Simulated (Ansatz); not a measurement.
# RbBr: response to strain

The reference is RbBr in the rock salt structure (space group Fm-3m, No. 225).

```cif
data_BrRb
_chemical_formula_sum 'Rb1 Br1'
_space_group_name_H-M_alt 'P 1'
_space_group_IT_number 1
_cell_length_a 4.83893
_cell_length_b 4.83893
_cell_length_c 4.83893
_cell_angle_alpha 60.000
_cell_angle_beta 60.000
_cell_angle_gamma 60.000
loop_
_space_group_symop_operation_xyz
  'x, y, z'
loop_
_atom_site_label
_atom_site_type_symbol
_atom_site_fract_x
_atom_site_fract_y
_atom_site_fract_z
_atom_site_occupancy
Rb1 Rb 0.00000 0.00000 0.00000 1
Br1 Br 0.50000 0.50000 0.50000 1
```

Strains are applied to the cell and any free atomic positions relax.

Calculations: PBEsol (Ansatz, a program for electronic structure, PAW, spin-orbit coupling left out).

Candidates:
(a) isotropic strain +3.00 %
(b) isotropic strain +2.00 %
(c) isotropic strain +0.50 %
(d) isotropic strain −2.50 %

Before the change:

```
Item       Result
--------  -------
Band gap  4.22 eV
```

### Question
Order them by band gap, lowest first.

### Answer
(a) isotropic strain +3.00 % (4.03 eV), (b) isotropic strain +2.00 % (4.09 eV), (c) isotropic strain +0.50 % (4.19 eV), (d) isotropic strain −2.50 % (4.41 eV)

Whether these cells are dynamically stable was not tested.
